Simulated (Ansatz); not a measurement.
# Response to strain in Ga2O3

Start from Ga₂O₃ in the corundum structure (space group R-3c, No. 167; a = 5.000 Å, c = 13.449 Å (hexagonal axes)).

Strains are applied to the cell and any free atomic positions relax.

Calculations: PBEsol (Ansatz, a program for electronic structure, PAW, no spin-orbit coupling).

Notes on the quantities. pressure: mean of the normal stresses, compression positive.

```
isotropic strain (%)  pressure (GPa)
--------------------  --------------
0                                0.0
0.75                            -4.7
1.5                                ?
2.25                           -12.7
3                              -16.0
```

Fit P = P₀ − Bδ + Cδ² with δ = (1 + ε)³ − 1 to the rows shown and predict the withheld row.

Least squares on the printed values gives P₀ = 0.0 GPa, B = 218 GPa (at held cell shape), C = 489 GPa (largest residual 0.0 GPa); this predicts -8.9 GPa, and the run gives -8.9 GPa, in agreement.

Stability against distortions was not tested.
